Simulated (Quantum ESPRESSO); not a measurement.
## Quick settings and what they miss: SrFe2As2 (I4/mmm, 5 atoms in the cell)

Self-consistent single point.

```
Sr(FeAs)2
1.0
   -1.95734     1.95734     5.82156
    1.95734    -1.95734     5.82156
    1.95734     1.95734    -5.82156
Sr Fe As
1 2 2
Direct
  0.00000   0.00000   0.00000
  0.25000   0.75000   0.50000
  0.75000   0.25000   0.50000
  0.64900   0.64900   0.00000
  0.35100   0.35100   0.00000
```

Method of the run: PBEsol, GBRV 1.5 ultrasoft (PBESOL) pseudopotentials (plane waves; Quantum ESPRESSO).

Base settings: ecutwfc = 50 Ry; ecutrho = 400 Ry; occupations = smearing; smearing = marzari-vanderbilt; degauss = 0.0073499 Ry; potentials = {Sr: sr_pbesol_v1.uspp.F.UPF, Fe: fe_pbesol_v1.5.uspp.F.UPF, As: as_pbesol_v1.uspp.F.UPF}; K_POINTS = automatic 7 7 7 0 0 0; conv_thr = 1e-10 Ry; mixing_beta = 0.3.

Tight run (finer mesh or higher cutoff; not a proven limit): ecutwfc: 50 Ry → 70 Ry; ecutrho: 400 Ry → 560 Ry; conv_thr: 1e-10 Ry → 7.3e-11 Ry; K_POINTS: automatic 7 7 7 0 0 0 → automatic 10 10 10 0 0 0. It gave Fermi level (on the code's own zero) 11.70 eV; pressure -0.64 GPa; largest force (vector length) 0.293 eV/Å.

Quick runs, as changes from the base:
- A: the base itself
- B: ecutwfc: 50 Ry → 25 Ry; ecutrho: 400 Ry → 200 Ry; pseudopotentials: {Sr: sr_pbesol_v1.uspp.F.UPF, Fe: fe_pbesol_v1.5.uspp.F.UPF, As: as_pbesol_v1.uspp.F.UPF} → {Sr: sr_lda_v1.uspp.F.UPF, Fe: fe_lda_v1.5.uspp.F.UPF, As: as_lda_v1.uspp.F.UPF}; K_POINTS: automatic 7 7 7 0 0 0 → automatic 8 8 8 0 0 0 [LDA (PZ)]
- C: ecutwfc: 50 Ry → 25 Ry; ecutrho: 400 Ry → 200 Ry; smearing: marzari-vanderbilt → fermi-dirac; degauss: 0.0073499 Ry → 0.019992 Ry; K_POINTS: automatic 7 7 7 0 0 0 → automatic 4 4 4 0 0 0
- D: ecutwfc: 50 Ry → 30 Ry; ecutrho: 400 Ry → 240 Ry; conv_thr: 1e-10 Ry → 7.3e-06 Ry; K_POINTS: automatic 7 7 7 0 0 0 → automatic 6 6 6 0 0 0
- E: smearing: marzari-vanderbilt → gaussian; degauss: 0.0073499 Ry → 0.0099958 Ry; conv_thr: 1e-10 Ry → 7.3e-05 Ry; K_POINTS: automatic 7 7 7 0 0 0 → automatic 4 4 4 1 1 1

Energies are extrapolated to zero smearing width, which holds to low order in the width alone (under cold and Methfessel-Paxton smearing the free energy itself is taken).

Dashes: energy of B, another energy zero; time of C, under 30 s; pressure of D, E, not trusted under this conv_thr with d or f elements.

† marks runs with another functional, U, potentials or spin treatment: their distance from the tight run is not a convergence error alone.

The count of work is k-points × plane waves × bands × iterations; it is no time. Core times come from one kind of shared machine and are given to one figure; runs under 30 s give none.

The starting cell comes from a database of computed structures (which also holds hypothetical and non-ambient phases and stackings), without a prior relaxation at this level. Its lattice was rescaled by a random factor within 2.5 % of one. Spin polarisation is off, so a magnetic state, if there is one, cannot be reached.

```
run  energy less tight (meV/atom)  pressure less tight (GPa)  largest miss in a force vector (eV/Å)  count of work / tight  core time / tight (rough)
---  ----------------------------  -------------------------  -------------------------------------  ---------------------  -------------------------
A                             3.6                       0.03                                  0.003                   0.24                        0.2
B†                              –                     -58.10                                  0.349                   0.13                        0.1
C                           948.6                     -53.71                                  0.313                  0.031                          –
D                           109.3                          –                                  0.033                  0.061                       0.07
E                            -2.3                          –                                  0.087                  0.035                       0.07
```

Among the runs at the tight run's level, the energy misses run from 2.3 to 948.6 meV/atom.

Left out of this page: 1 run of the series unsound by tests on forces, stress, charge or solver warnings.
